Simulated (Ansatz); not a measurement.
# PtSb$_{2}$ (space group Pa-3, No. 205)

PtSb2 has the cubic space group Pa-3 (No. 205), Pearson symbol cP12. Cell: a = 6.463 Å, b = 6.463 Å, c = 6.463 Å, α = 90.00°, β = 90.00°, γ = 90.00°. Sb on 8c is coordinated by 3 Pt at 2.679 Å and 1 Sb at 2.808 Å (tetrahedral). Pt on 4a sees 6 Sb at 2.679 Å (octahedral). (Neighbours: up to the widest gap in distance over summed covalent radii, below 1.35, at either atom; cation-cation and far metal-metal contacts left out.)

All numbers come from PBEsol (Ansatz, a program for electronic structure, PAW, no spin-orbit coupling). Settings: 6×6×6 k-points, 0.05 eV Fermi–Dirac smearing.

```json
{
 "volume_per_atom": "22.50 Å³",
 "density": "10.79 g/cm³",
 "band_gap": "zero",
 "total_energy": "-8400.492 eV/atom (σ→0; compares only within this code and set-up)"
}
```

Spin-orbit coupling, missing from the scalar runs, can matter with Pt and Sb. Whether these cells are dynamically stable was not tested. All final runs are without spin polarisation. A zero or small gap of PtSb2 can be the functional's error rather than a property of the material.
